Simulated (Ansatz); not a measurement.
BN, response to strain

Start from BN in the h-BN type structure (space group P6_3/mmc, No. 194; a = 2.500 Å, c = 6.411 Å; layered, stacked along the Cartesian z axis). Axes: x lies along a and z along c of the hexagonal cell.

Strains are applied to the cell and any free atomic positions relax; under biaxial strain the out-of-plane vector relaxes too.

All numbers come from Kohn–Sham DFT with the PBEsol-D3(BJ) functional, run in Ansatz (an electronic-structure program) with PAW and 420 eV plane waves, no spin-orbit coupling.

Notes on the quantities. pressure: mean of the normal stresses, compression positive.

```csv
case,pressure,band gap,shortest interatomic distance
base,0.00 GPa,4.08 eV,1.444 Å
"biaxial strain −4.27 %, plane normal [001], relaxed out of plane",?,4.29 eV,1.382 Å
"biaxial strain +3.26 %, plane normal [001], relaxed out of plane",-21.01 GPa,3.91 eV,1.491 Å
isotropic strain −2.61 %,23.37 GPa,4.15 eV,1.406 Å
isotropic strain +0.88 %,-6.39 GPa,4.06 eV,1.456 Å
isotropic strain +1.17 %,-8.35 GPa,4.05 eV,1.461 Å
uniaxial strain ε_xx = +0.98 %,-3.59 GPa,4.03 eV,1.447 Å
uniaxial strain ε_xx = +5.69 %,-18.20 GPa,?,1.457 Å
uniaxial strain ε_yy = −3.15 %,12.93 GPa,4.05 eV,?
tensor shear ε_yz = +2.04 %,-0.07 GPa,?,1.444 Å
```

Q: Complete the table.

A: 
- biaxial strain −4.27 %, plane normal [001], relaxed out of plane, pressure: 40.11 GPa
- uniaxial strain ε_xx = +5.69 %, band gap: 3.81 eV
- uniaxial strain ε_yy = −3.15 %, shortest interatomic distance: 1.410 Å
- tensor shear ε_yz = +2.04 %, band gap: 4.07 eV

Whether these cells are dynamically stable was not tested.
